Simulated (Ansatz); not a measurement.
Band structure of Sr3Cr (Pm-3m, 4 atoms in the cell).

```xyz
4
Lattice="5.5451 0.0000 0.0000 0.0000 5.5451 0.0000 0.0000 0.0000 5.5451" Properties=species:S:1:pos:R:3 pbc="T T T"
Sr     0.0000     2.7726     2.7726
Sr     2.7726     0.0000     2.7726
Sr     2.7726     2.7726     0.0000
Cr     0.0000     0.0000     0.0000
```
Moments meant for the start (each program seeds them in its own way; μB, in the order of the atoms Sr Sr Sr Cr): 0.0 0.0 0.0 3.0.

Method of the run: PBEsol, PAW files made with PBE (plane waves; Ansatz, a first-principles code).

Settings: kpoints.mp_grid.grid = 5 5 5; hamiltonian.xc = pbesol; hamiltonian.pseudopotentials = {kind: paw} (the program's default PAW files); magnetization.spin_polarized = true; scf.occupations.method = gaussian; scf.occupations.width = 0.272 eV; kpoints.band_path.npoints = 8.

The starting cell comes from a database of computed structures (which also holds hypothetical and non-ambient phases and stackings), without a prior relaxation at this level. Its lattice was rescaled by a random factor within 2.5 % of one. With one magnetic atom in the cell only a parallel order is possible.

Levels in eV from the Fermi level, bands 21 to 28 of the first spin channel:
```
point     21     22     23     24     25    26    27    28
-----  -----  -----  -----  -----  -----  ----  ----  ----
Γ      -1.30  -1.30  -1.30   0.87   0.87  1.09  1.09  1.09
X      -1.20  -1.20  -1.08  -0.21   0.40  0.40  1.20  1.72
M      -1.20  -1.20  -1.18  -1.04  -0.43  0.36  1.12  1.38
R      -1.08  -1.08   0.01   0.01   0.01  0.03  0.03  0.03
```

Bands cross the Fermi level along this path, so the cell is metallic at this level.

The net moment of the cell came out as 5.01 μB.

Keys are those of Ansatz 0.2.
